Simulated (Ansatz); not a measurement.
System: TiO2 (Pbcn, No. 60; high-pressure phase). Method: r²SCAN in Ansatz (PAW).

Run with plane-wave cutoff 600 eV, 8×8×8 k mesh, finite displacements, no spin polarisation, scalar-relativistic PAW data made under PBE.

Cell (relaxed at this level):

```cif
data_O8Ti4
_chemical_formula_sum 'Ti4 O8'
_space_group_name_H-M_alt 'Pbcn'
_space_group_IT_number 60
_space_group_name_Hall '-P 2n 2ab'
_cell_length_a 4.54526
_cell_length_b 5.51359
_cell_length_c 4.89366
_cell_angle_alpha 90.000
_cell_angle_beta 90.000
_cell_angle_gamma 90.000
loop_
_space_group_symop_operation_xyz
  'x, y, z'
  '-x, -y, -z'
  '-x+1/2, -y+1/2, z+1/2'
  'x+1/2, y+1/2, -z+1/2'
  'x+1/2, -y+1/2, -z'
  '-x+1/2, y+1/2, z'
  '-x, y, -z+1/2'
  'x, -y, z+1/2'
loop_
_atom_site_label
_atom_site_type_symbol
_atom_site_symmetry_multiplicity
_atom_site_Wyckoff_symbol
_atom_site_fract_x
_atom_site_fract_y
_atom_site_fract_z
_atom_site_occupancy
Ti1 Ti 4 c 0.00000 0.17580 0.75000 1
O1 O 8 d 0.22889 0.11819 0.41914 1
```

Q: Give the computed high-frequency dielectric constant (mean over three axes) and dielectric constant ε0 (ions relaxed) (mean over three axes).

A: 
- high-frequency dielectric constant (mean over three axes): 6.69
- dielectric constant ε0 (ions relaxed) (mean over three axes): 65.0

Note: the relaxation could not lower the start's symmetry, so the cell can be a saddle point above a distorted one.

Cost on a shared machine: around 60 core-minutes (rough).

Ansatz is a quantum-chemistry and plane-wave program.
